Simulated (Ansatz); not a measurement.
Total g(r) from a molecular-dynamics run [in the run: mean pressure 0.7 GPa against a target of 0; one k-point, which a denser mesh shifts by 0.1 GPa in pressure and 0.10 eV/Å in forces]. The numbers are results of PBE (plane waves, PAW; Ansatz, a quantum-chemistry and plane-wave program), not measurements.

```csv
r (Å),g(r)
1.02,0.00
1.14,0.00
1.26,0.00
1.38,0.00
1.50,0.01
1.62,0.03
1.74,0.04
1.86,0.14
1.98,0.35
2.10,0.49
2.22,0.97
2.34,1.71
2.46,1.74
2.58,1.77
2.70,1.41
2.82,1.20
2.94,1.09
3.06,0.97
3.18,0.92
3.30,0.94
3.42,0.93
3.54,0.97
3.66,0.96
3.78,0.97
3.90,0.98
4.02,0.96
4.14,0.95
4.26,0.97
4.38,0.97
4.50,0.96
4.62,0.97
4.74,0.96
4.86,0.98
4.98,1.03
5.10,1.01
5.22,1.04
```

Q: Which system gave this curve?
(A) Si15B, liquid, 2078 K
(B) MoSi2 (C11b type), crystal, 303 K, 1.9 GPa
(C) Li2O (antifluorite type), crystal, 1247 K
(D) AlN (zinc blende; a metastable form), crystal, 1863 K

A: A, Si15B, liquid, 2078 K
